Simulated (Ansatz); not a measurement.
Worked example: self-consistent single point of ZnW3 (I4/mmm, 4 atoms in the cell) in Ansatz (an electronic-structure program).

Method: PBE (plane waves, PAW; Ansatz).

```xyz
4
Lattice="-1.9308 1.9308 4.3007 1.9308 -1.9308 4.3007 1.9308 1.9308 -4.3007" Properties=species:S:1:pos:R:3 pbc="T T T"
W      0.0000     0.0000     4.3007
W      0.0000     1.9308     2.1503
W      1.9308     0.0000     2.1503
Zn     0.0000     0.0000     0.0000
```

Reference input (self-consistent single point, DFT, PBE, plane waves, default PAW files): basis.ecutwfc = 420 eV; kpoints.mp_grid.grid = 8 8 8; hamiltonian.xc = pbe; hamiltonian.pseudopotentials = {kind: paw} (the program's default PAW files); scf.occupations.method = cold; scf.occupations.width = 0.2 eV. This run's input differs from it in these lines:

Ansatz 0.2 input:
```diff
@@ -11,3 +11,3 @@
 basis:
-  ecutwfc: 420.0
+  ecutwfc: 485.0
 kpoints:
```

Output (repeated stretches shortened):

```
SCF iter   1: F=—  HF=-34471.973053 eV  |F-HF|=—  |Δ(HF+E_count)|=         —  Δρ=4.14e-3  dr2=6.81e-3  ethr=1.77e-3  ⟨swp⟩=5.0  Hψ=7800  notcnv=0
all-band conjugate gradients solve this SCF's bands
preconditioner: auto → Kerker (q_TF=auto, 2.651 Å⁻¹)
SCF iter   2: F=—  HF=-34471.972051 eV  |F-HF|=—  |Δ(HF+E_count)|=   1.00e-3  S|Δr|=    0.00e0  Δρ=2.44e-3  dr2=2.52e-3  ethr=1.26e-5  ⟨swp⟩=1.1  Hψ=2448  notcnv=0
SCF iter   3: F=—  HF=-34471.971626 eV  |F-HF|=—  |Δ(HF+E_count)|=   4.26e-4  S|Δr|=    0.00e0  Δρ=4.65e-4  dr2=8.20e-5  ethr=4.67e-6  ⟨swp⟩=2.3  Hψ=2916  notcnv=0
SCF iter   4: F=—  HF=-34471.971613 eV  |F-HF|=—  |Δ(HF+E_count)|=   1.25e-5  S|Δr|=    0.00e0  Δρ=2.25e-4  dr2=2.27e-5  ethr=1.52e-7  ⟨swp⟩=2.0  Hψ=2710  notcnv=0
SCF iter   5: F=—  HF=-34471.971600 eV  |F-HF|=—  |Δ(HF+E_count)|=   1.36e-5  S|Δr|=    0.00e0  Δρ=4.20e-5  dr2=9.68e-7  ethr=4.20e-8  ⟨swp⟩=2.0  Hψ=2615  notcnv=0
SCF iter   6: F=-34471.971599 eV  HF=-34471.971599 eV  |F-HF|=1.71e-8  |Δ(HF+E_count)|=   2.04e-7  S|Δr|=    0.00e0  Δρ=1.25e-5  dr2=7.75e-8  ethr=1.85e-10  ⟨swp⟩=5.9  Hψ=9139  notcnv=0
SCF 1 converged in 6 iterations: F = -34471.971599 eV  dr2 = 7.75e-8
Stability not checked (fill_not_monotonic)
Free energy (F): -34471.971599 eV
Internal energy: -34471.968342 eV  (E = F + TS)
E sigma→0 (E₀):  -34471.970514 eV
Entropy (-TS):   -0.003257 eV (-0.814 meV/atom)
Fermi energy:    19.100718 eV
--- Forces (eV/Å), atoms counted from 1 ---
  atom   1  W      0.00000000     0.00000000     0.00000000
   [... zero for the other atoms too ...]
--- Stress (GPa, compression-positive) ---
       -4.617907      -0.000000       0.000000
       -0.000000      -4.617907      -0.000000
        0.000000       0.000000      -7.901878
  P = ⅓ Tr σ = -5.7126 GPa (-57.126 kbar)
  The stress holds the Pulay correction. Without it, at fixed plane waves, as pw.x and ABINIT print it: P = -5.7366 GPa
```

The run converged in 6 iterations. Against the reference run the free energy falls by 1.1 meV/atom and the pressure stays at -5.71 GPa.

The starting cell was generated: these elements placed on a structure prototype, without a prior relaxation; it need not be a known phase or ordering of this composition. Spin polarisation is off. Ansatz's pressure includes its estimate of the finite-basis (Pulay) stress.
